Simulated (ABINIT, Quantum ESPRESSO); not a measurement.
An ABINIT input for a self-consistent single point of Ba2RuN2 (I4/mmm, 5 atoms in the cell) (DFT, LDA (PW92), plane waves, PAW (JTH v2.0 LDA PAW)):

```
# Ba2RuN2, JTH v2.0 LDA PAW
pp_dirpath "./"
pseudos "Ba.LDA_PW-JTH.xml, Ru.LDA_PW-JTH.xml, N.LDA_PW-JTH.xml"
acell 3*1.0
rprim
        -3.9680752624    3.9680752624   12.4883779268
         3.9680752624   -3.9680752624   12.4883779268
         3.9680752624    3.9680752624  -12.4883779268
natom 5
ntypat 3
znucl 56 44 7
typat 1 1 2 3 3
xcart
         0.0000000000    0.0000000000    3.4720188312
         0.0000000000    0.0000000000   21.5047370224
         0.0000000000    0.0000000000   12.4883779268
         0.0000000000    0.0000000000   15.9341711643
         0.0000000000    0.0000000000    9.0425846892
ecut 707 eV
pawecutdg 1415 eV
pawxcdev 0
occopt 3
tsmear 0.00183747
nband 30
kptopt 1
ngkpt 6 6 6
nshiftk 1
shiftk 0 0 0
nstep 80
tolvrs 1.0e-11
prtwf 0
prtden 0
enunit 2
```

Give the Quantum ESPRESSO input for the same structure, mesh, smearing and functional.

One input that does it (others would too):

```fortran
&CONTROL
  calculation = 'scf'
  outdir = './tmp'
  pseudo_dir = './'
  tprnfor = .true.
  tstress = .true.
/
&SYSTEM
  ibrav = 0
  celldm(1) = 13.69126823
  nat = 5
  ntyp = 3
  ecutwfc = 40
  ecutrho = 320
  occupations = 'smearing'
  smearing = 'fermi-dirac'
  degauss = 0.0036749
/
&ELECTRONS
  conv_thr = 1.0d-10
  mixing_beta = 0.4
/
ATOMIC_SPECIES
Ba   137.3270  ba_lda_v1.uspp.F.UPF
Ru   101.0700  ru_lda_v1.2.uspp.F.UPF
N     14.0070  n_lda_v1.2.uspp.F.UPF
ATOMIC_POSITIONS {bohr}
Ba    0.00000000    0.00000000    3.47201883
Ba    0.00000000    0.00000000   21.50473702
Ru    0.00000000    0.00000000   12.48837793
N     0.00000000    0.00000000   15.93417116
N     0.00000000    0.00000000    9.04258469
K_POINTS {automatic}
6 6 6  0 0 0
CELL_PARAMETERS {alat}
  -0.28982525     0.28982525     0.91214179
   0.28982525    -0.28982525     0.91214179
   0.28982525     0.28982525    -0.91214179
```

Basis settings and potentials, where a program has them, do not carry over. This input uses DFT, LDA (PZ), plane waves, GBRV 1.5 ultrasoft (LDA) pseudopotentials. LDA parametrisations can differ slightly between programs.

The starting cell comes from a database of computed structures (which also holds hypothetical and non-ambient phases and stackings), without a prior relaxation at this level.
